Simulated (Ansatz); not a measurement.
Consider Zr in the hcp (Mg type) structure (space group P6_3/mmc, No. 194; a = 3.144 Å, c = 5.093 Å; relaxed with 0.1 eV smearing).

Level of theory: Kohn–Sham DFT with the LDA functional, run in Ansatz (an electronic-structure program) with PAW and 420 eV plane waves, no SOC.

Base values:

```
Property   Result
--------  -------
Pressure  0.0 GPa
```

The change: the cell is scaled by 0.9800 in all directions; the atoms relax in the strained cell.

Question: Estimate the effect on the pressure and energy relative to the base.

Answer: The pressure (mean of the normal stresses, compression positive) goes from zero to 6.9 GPa; the energy goes up by 27 meV/atom.

Stability against distortions was not tested. The final runs are not spin-polarised.
